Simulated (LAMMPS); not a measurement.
LAMMPS 22 Jul 2025, classical MD, Born-Mayer-Huggins in the Tosi-Fumi form: NaCl, 2744 atoms.

- task: MD, nve
- potential: Born-Mayer-Huggins in the Tosi-Fumi form
- copies of the repeat unit: 7×7×7
- shape (slab and sphere leave vacuum in the box): bulk
- steps: 200
- timestep: 2 fs
- neighbor skin: 2 Å
- neigh_modify: every 1 delay 0 check yes
- thermo: 50
- kspace_style: pppm
- pair cutoff: 9 Å
- newton: on (default)
- atom_modify sort (bins of 2 Å where set): 1000 (default)
- comm_style: brick (default)
- box: 39.5 × 39.5 × 39.5 Å
- start: generated rock salt lattice, warmed in an untimed run

All runs start from one configuration, warmed at this fixed volume for 1000 steps under a thermostat at 300 K. The reference run has a mean temperature of 304 K and a mean pressure of 0.6 GPa.

Differences are taken against the run with kspace_accuracy = 1e-08, kspace_modify order 7; no run here is proven converged. Each setting ran once; only counts and results are compared.

Settings tried, all else as in the reference:
- kspace_accuracy = 0.1, kspace_modify order 5 diff ik (default)
- kspace_accuracy = 0.0001, kspace_modify order 5 diff ik (default)
- kspace_accuracy = 1e-06, kspace_modify order 5 diff ik (default)
- kspace_accuracy = 1e-05, kspace_modify order 5 diff ik (default)
- kspace_accuracy = 0.01, kspace_modify order 5 diff ik (default)
- kspace_accuracy = 0.001, kspace_modify order 5 diff ik (default)

Problem. Sort the settings: which keep to the reference within 0.10 meV/atom in energy, 1.0 meV/Å in forces on 48 atoms (largest component), and which don't?

Solution. Within it: kspace_accuracy = 1e-06, kspace_modify order 5 diff ik (default); kspace_accuracy = 1e-05, kspace_modify order 5 diff ik (default). Outside: kspace_accuracy = 0.0001, kspace_modify order 5 diff ik (default); kspace_accuracy = 0.001, kspace_modify order 5 diff ik (default); kspace_accuracy = 0.01, kspace_modify order 5 diff ik (default); kspace_accuracy = 0.1, kspace_modify order 5 diff ik (default).

```json
[
 {"setting": "the reference", "k-space grid": "90×90×90", "energy against the reference": "—", "difference in forces on 48 atoms (largest component)": "—"},
 {"setting": "kspace_accuracy = 1e-06, kspace_modify order 5 diff ik (default)", "k-space grid": "72×72×72", "energy against the reference": "+0.0019 meV/atom", "difference in forces on 48 atoms (largest component)": "0.023 meV/Å"},
 {"setting": "kspace_accuracy = 1e-05, kspace_modify order 5 diff ik (default)", "k-space grid": "45×45×45", "energy against the reference": "+0.022 meV/atom", "difference in forces on 48 atoms (largest component)": "0.15 meV/Å"},
 {"setting": "kspace_accuracy = 0.0001, kspace_modify order 5 diff ik (default)", "k-space grid": "27×27×27", "energy against the reference": "+0.28 meV/atom", "difference in forces on 48 atoms (largest component)": "1.3 meV/Å"},
 {"setting": "kspace_accuracy = 0.001, kspace_modify order 5 diff ik (default)", "k-space grid": "16×16×16", "energy against the reference": "+3.8 meV/atom", "difference in forces on 48 atoms (largest component)": "12 meV/Å"},
 {"setting": "kspace_accuracy = 0.01, kspace_modify order 5 diff ik (default)", "k-space grid": "10×10×10", "energy against the reference": "+30 meV/atom", "difference in forces on 48 atoms (largest component)": "61 meV/Å"},
 {"setting": "kspace_accuracy = 0.1, kspace_modify order 5 diff ik (default)", "k-space grid": "3×3×3", "energy against the reference": "+650 meV/atom", "difference in forces on 48 atoms (largest component)": "600 meV/Å"}
]
```

Total energies are compared; such shifts often cancel in part in energy differences. Energies and forces are those of the first step; by LAMMPS's own estimate the reference reaches a relative force accuracy of 1e-07. The tolerance is a choice made for this comparison.
